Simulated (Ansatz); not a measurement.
This Ansatz (a first-principles code) input is the reference run, GaCuSe$_{2}$ in the chalcopyrite structure (space group I-42d, No. 122), computed with Ansatz r2SCAN, scalar-relativistic without spin-orbit coupling, earlier PAW set:

Ansatz 0.2 input:
```yaml
crystal:
  lattice:
    - [-2.8039043859, 2.8039043859, 5.5482438266]
    - [2.8039043859, -2.8039043859, 5.5482438266]
    - [2.8039043859, 2.8039043859, -5.5482438266]
  atoms:
    - { symbol: Cu, position: [0.75, 0.25, 0.5] }
    - { symbol: Cu, position: [0, 0, 0] }
    - { symbol: Ga, position: [0.25, 0.75, 0.5] }
    - { symbol: Ga, position: [0.5, 0.5, 0] }
    - { symbol: Se, position: [0.1213556377, 0.125, 0.4963556377] }
    - { symbol: Se, position: [0.6286443623, 0.625, 0.5036443623] }
    - { symbol: Se, position: [0.375, 0.8786443623, 0.0036443623] }
    - { symbol: Se, position: [0.875, 0.3713556377, 0.9963556377] }
basis: { ecutwfc: 500, ecutrho_ratio: 4, xc_grid: 4, fft_grid_basis: typed }
kpoints: { mp_grid: { grid: [8, 8, 8] } }
hamiltonian:
  xc: r2scan
  dispersion: none
  pseudopotentials: { azcp: { folder: ./paw }, kind: paw }
scf: { occupations: { method: fermi_dirac, width: 0.05 }, convergence: { dr2_threshold: 0.0000000008 } }
output: { forces: true, stress: true }
checkpoint: { write: state.ck, write_every: 1000 }
```

Question: Write the input for this change: the cell is scaled by 0.9533 in all directions, atoms relaxed at fixed cell.

Answer: 
Ansatz 0.2 input:
```yaml
crystal:
  lattice:
    - [-2.6729620511, 2.6729620511, 5.2891408399]
    - [2.6729620511, -2.6729620511, 5.2891408399]
    - [2.6729620511, 2.6729620511, -5.2891408399]
  atoms:
    - { symbol: Cu, position: [0.75, 0.25, 0.5] }
    - { symbol: Cu, position: [0, 0, 0] }
    - { symbol: Ga, position: [0.25, 0.75, 0.5] }
    - { symbol: Ga, position: [0.5, 0.5, 0] }
    - { symbol: Se, position: [0.1213556377, 0.125, 0.4963556377] }
    - { symbol: Se, position: [0.6286443623, 0.625, 0.5036443623] }
    - { symbol: Se, position: [0.375, 0.8786443623, 0.0036443623] }
    - { symbol: Se, position: [0.875, 0.3713556377, 0.9963556377] }
basis: { ecutwfc: 500, ecutrho_ratio: 4, xc_grid: 4, fft_grid_basis: typed }
kpoints: { mp_grid: { grid: [8, 8, 8] } }
hamiltonian:
  xc: r2scan
  dispersion: none
  pseudopotentials: { azcp: { folder: ./paw }, kind: paw }
scf: { occupations: { method: fermi_dirac, width: 0.05 }, convergence: { dr2_threshold: 0.0000000008 } }
relax: { f_tol: 0.005, max_steps: 50 }
output: { forces: true, stress: true }
checkpoint: { write: state.ck, write_every: 1000 }
```
This is the input that was run.

The cells carry an imposed strain or load. Stability against distortions was not tested. The final runs are not spin-polarised.
